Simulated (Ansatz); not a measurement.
System: Sc (Fm-3m, No. 225, 1 atom in the cell; start mp-36; another form than the element's usual one). Method: PBEsol in Ansatz (plane waves, PAW).

Excerpt of the program's output:

```
WARN output.stress: scf.convergence.dr2_threshold = 1e-7 eV (the SCF's general default) is looser than the 1e-10 eV advised for a printed stress (1e-10 eV for …
Relaxation: its limit of steps is 80 (relax.max_steps)
Crystal: 1 atoms, lattice volume = 23.130 Å³
Basis set: ecut = 520 eV, 609 PW (Γ), exchange–correlation on 48×48×48 points (8 copies of the dense FFT grid, shifted against one another)
Bands: 10, of which v1, the nominal top of the filled ones, is band 6 counted from 1 (5 counted from 0)
Symmetry: 48 space group operations
Space group: Fm-3m (ITA 225), of the structure as read, at distance tolerance 2.8e-5 Å
k-points: 256 of 8000
Functional: x = pbesol(κ = 0.804, μ = 0.12345679012345678), c = pbesol(β = 0.046)
SCF iter   1: F=—  HF=-2111.329908 eV  |F-HF|=—  |Δ(HF+E_count)|=         —  Δρ=3.60e-3  dr2=2.18e-3
SCF iter   2: F=—  HF=-2111.328857 eV  |F-HF|=—  |Δ(HF+E_count)|=   1.05e-3  Δρ=1.43e-3  dr2=3.29e-4
  ...
SCF iter   5: F=-2111.328808 eV  HF=-2111.328808 eV  |F-HF|=1.14e-9  |Δ(HF+E_count)|=   1.47e-7  Δρ=5.88e-6  dr2=1.95e-9
SCF iter   6: F=-2111.328808 eV  HF=-2111.328808 eV  |F-HF|=1.82e-12  |Δ(HF+E_count)|=   1.47e-9  Δρ=2.71e-7  dr2=5.12e-12
SCF 1 converged in 6 iterations: F = -2111.328808 eV  dr2 = 5.12e-12
relax step   1: F+E_penalty+E_count = -2111.32880775 eV  Δ(F+E_penalty+E_count) = +0.000e0 eV  max|allowed force component| = 0.000e0 eV/Å  Δτ_max = 0.0000 Å  (6 SCF iters, accepted)
SCF converged after 6 iterations
Free energy (F): -2111.328808 eV
Internal energy: -2111.314009 eV  (E = F + TS)
E sigma→0 (E₀):  -2111.321409 eV
Fermi energy:    9.957747 eV
--- Forces (eV/Å), atoms counted from 1 ---
  atom   1  Sc    -0.00000000     0.00000000     0.00000000
--- Stress (GPa, compression-positive) ---
        1.107473      -0.000000       0.000000
        0.000000       1.107473       0.000000
       -0.000000       0.000000       1.107473
  P = ⅓ Tr σ = 1.1075 GPa (11.075 kbar)
```

Question: Write an input file that could have produced this run (the log leaves some choices open).

Answer: One answer among several that fit: 
Ansatz 0.2 input:
```yaml
crystal:
  lattice:
    - [0.0, 2.2614259352, 2.2614259352]
    - [2.2614259352, 0.0, 2.2614259352]
    - [2.2614259352, 2.2614259352, 0.0]
  atoms:
    - { symbol: Sc, position: [0.0, 0.0, 0.0] }
basis:
  ecutwfc: 520
  ecutrho_ratio: 4
  xc_grid: 2
kpoints:
  mp_grid: { grid: [20, 20, 20] }
hamiltonian:
  xc: pbesol
  dispersion: none
  pseudopotentials: { kind: paw }
scf:
  occupations: { method: fermi_dirac, width: 0.05 }
output:
  forces: false
  stress: true
  eigenvalues: true
relax:
  f_tol: 0.004
  escape_saddle: false
  max_steps: 80
```

The cell is one volume of an energy–volume scan, off the minimum.

The PAW data were made under PBE.

Note: the relaxation could not lower the start's symmetry, so the cell can be a saddle point above a distorted one.

A start named mp-… is a Materials Project structure, which need not be a measured phase.

Ansatz is an electronic-structure program.
